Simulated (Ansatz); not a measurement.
**BaTiO3: response to strain**

Consider BaTiO3 in the cubic perovskite structure (space group Pm-3m, No. 221; a = 3.970 Å).

Strains are applied to the cell and any free atomic positions relax.

Level of theory: PBEsol (Ansatz, an electronic-structure program, PAW, no spin-orbit coupling), earlier PAW set.

```json
[
 {"isotropic strain (%)": "-1.78", "band gap (eV)": "1.93"},
 {"isotropic strain (%)": "-0.36", "band gap (eV)": "?"},
 {"isotropic strain (%)": "0", "band gap (eV)": "1.82"},
 {"isotropic strain (%)": "3.45", "band gap (eV)": "1.61"},
 {"isotropic strain (%)": "4.28", "band gap (eV)": "1.56"}
]
```

**Question.** Fit E_g = E₀ + Dε (ε in %) to the rows shown and predict the withheld row.

**Answer.** Least squares on the printed values gives E₀ = 1.82 eV, D = -61.0 meV per % of strain (largest residual 0.00 eV); this predicts 1.84 eV, and the run gives 1.84 eV, in agreement.

Stability against distortions was not tested. The final runs are not spin-polarised. Many cubic perovskites are stable only at high temperature; tilts and polar distortions were not tested. This is not the structure that BaTiO3 has at room temperature and ambient pressure.
